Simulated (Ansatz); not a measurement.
**BAs, response to strain**

Start from BAs in the zinc blende structure (space group F-43m, No. 216; a = 4.732 Å). Axes: x, y, z lie along the cube axes.

Strains are applied to the cell and any free atomic positions relax; under biaxial strain the out-of-plane vector relaxes too.

The values are results of Ansatz (a program for electronic structure), LDA, PAW, cutoff 420 eV, spin-orbit coupling left out, not measurements.

```tsv
biaxial strain, plane normal [001], relaxed out of plane (%)	out-of-plane strain (%)
0	0.00
0.5	-0.26
1	-0.53
1.5	-0.79
2	-1.05
2.5	?
3	-1.59
```

Question: Fit ε⊥ = −νε + γε² (strains in %) to the rows shown and predict the withheld row.

Answer: Least squares on the printed values gives ν = 0.52 (the biaxial Poisson response) and γ = -0.002 (largest residual 0.00 %); this predicts -1.32 %, and the run gives -1.32 %, in agreement.

Whether these cells are dynamically stable was not tested.
